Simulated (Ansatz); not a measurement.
CsCl-type RuAl, relaxed in Ansatz (plane waves) with several semilocal functionals. Each gives its own volume and its own bulk modulus:

```json
[
 {"level": "PBE-D3(BJ)", "V0 (Å³/atom)": "13.141", "bulk modulus B0 (GPa)": "219.0", "ln V0": "2.5757", "ln B0": "5.3891"},
 {"level": "PBEsol", "V0 (Å³/atom)": "13.179", "bulk modulus B0 (GPa)": "219.4", "ln V0": "2.5786", "ln B0": "5.3909"},
 {"level": "PBE-D4", "V0 (Å³/atom)": "13.205", "bulk modulus B0 (GPa)": "217.3", "ln V0": "2.5806", "ln B0": "5.3813"},
 {"level": "r²SCAN", "V0 (Å³/atom)": "13.261", "bulk modulus B0 (GPa)": "220.9", "ln V0": "2.5848", "ln B0": "5.3977"},
 {"level": "PBE", "V0 (Å³/atom)": "13.550", "bulk modulus B0 (GPa)": "203.5", "ln V0": "2.6064", "ln B0": "5.3157"},
 {"level": "RPBE", "V0 (Å³/atom)": "13.788", "bulk modulus B0 (GPa)": "193.7", "ln V0": "2.6238", "ln B0": "5.2663"}
]
```

Problem. Fit a straight line to ln B0 against ln V0. What does it predict for revPBE, whose volume is 13.726 Å³/atom?

Solution. With x = ln V0 and y = ln B0: means 2.59165 and 5.35683; Σ(Δx Δy) = -0.005027, Σ(Δx²) = 0.001845, so the slope is -2.72. At x = 2.6193 the line gives y = 5.35683 + (-2.72) × (2.6193 − 2.59165) = 5.2816, or 196.7 GPa. The run with revPBE gives 196.2 GPa, -0.3 % from the line. The rows used scatter about it by up to 2.2 %, while the largest value lies 14 % above the smallest. For comparison, PBE's own equation of state has B′ = 4.4, the slope −d ln B/d ln V at a fixed functional; the two needn't agree, since functionals also differ at one volume.

Ansatz's density-functional and Hartree–Fock values are scalar-relativistic unless marked +SOC, with PAW data made under PBE.

Ansatz is an electronic-structure program.
